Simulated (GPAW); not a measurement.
GPAW 25.7.0, DFT, PBE, plane waves, PAW datasets of gpaw-data 1.0.1: MgS, atoms displaced (from the phase in space group 225, mp-1315), 2 atoms. Basis and mesh were picked for this test and aren't claimed converged.

```yaml
cell: 3.68, 3.68, 3.68 Å; 60, 60, 60°
distance_to_the_nearest_atom: 2.58 to 2.58 Å
task: scf
mode.name: pw
mode.ecut: 500 eV
xc: PBE
k mesh: 6×6×6
kpts.gamma: true
occupations.name: fermi-dirac
occupations.width: 0.02 eV
convergence.density (electrons an electron): 1e-05
maxiter: 150
parallel.kpt: 2
parallel.band: 1
parallel.domain: 1
parallel.sl_auto: false
parallel.augment_grids: true
eigensolver.name: dav (default)
eigensolver.niter: 2 (default)
mixer.method: separate (default)
convergence.eigenstates (eV² an electron): 4e-08 (default)
convergence.energy (eV an electron): 0.0005 (default)
k-points after symmetry: 112
bands: 12
electrons: 16
plane_waves: 934
coarse_grid: 20*20*20
symmetry_operations: 1
```

Settings of this run: mixer.beta = 0.1, mixer.nmaxold = 1, mixer.weight = 50, mixer.backend = pulay; 2 ranks.

| iteration | energy (eV) | log10 change of eigenstates | log10 change of density |
|---|---|---|---|
| 2 | -8.765966 | -0.48 | -1.14 |
| 3 | -8.694113 | -1.37 | -1.22 |
| 4 | -8.647426 | -2.34 | -1.29 |
| 5 | -8.619157 | -2.72 | -1.36 |
| 6 | -8.602489 | -2.91 | -1.42 |
| 7 | -8.592875 | -3.06 | -1.48 |
| 8 | -8.587527 | -3.19 | -1.53 |
| 9 | -8.584732 | -3.32 | -1.59 |
| 10 | -8.583440 | -3.45 | -1.64 |
| 11 | -8.583013 | -3.58 | -1.69 |
| 12 | -8.583065 | -3.72 | -1.74 |
| 13 | -8.583365 | -3.86 | -1.78 |
| 14 | -8.583776 | -4.00 | -1.83 |
| 15 | -8.584220 | -4.13 | -1.87 |
| … | … | … | … |
| 45 | -8.587478 | -7.19 | -3.19 |
| 46 | -8.587480 | -7.28 | -3.24 |
| 47 | -8.587482 | -7.36 | -3.28 |
| 48 | -8.587484 | -7.45 | -3.32 |
| 49 | -8.587485 | -7.54 | -3.37 |
| 50 | -8.587487 | -7.63 | -3.41 |
| 51 | -8.587488 | -7.72 | -3.46 |
| 52 | -8.587488 | -7.80 | -3.50 |
| … | … | … | … |
| 80 | -8.587492 | -10.28 | -4.71 |
| 81 | -8.587492 | -10.36 | -4.75 |
| 82 | -8.587492 | -10.45 | -4.79 |
| 83 | -8.587492 | -10.54 | -4.84 |
| 84 | -8.587492 | -10.63 | -4.88 |
| 85 | -8.587492 | -10.72 | -4.92 |
| 86 | -8.587492 | -10.81 | -4.96 |
| 87 | -8.587492 | -10.89 | -5.01 |

It converged after 87 SCF iterations.

The cycle is slow. Which setting should be changed?

Several could match; the one computed here: mixer.nmaxold = 5 (13 SCF iterations) or mixer.nmaxold = 10 (15 SCF iterations), all else kept. With more settings changed, the fewest of all runs of this system: mixer.beta = 0.4, mixer.nmaxold = 8, mixer.weight = 1 (10). The first change moves the result by: energy under 0.001 meV/atom, forces (largest component) 0.33 meV/Å. Counts are of single runs.
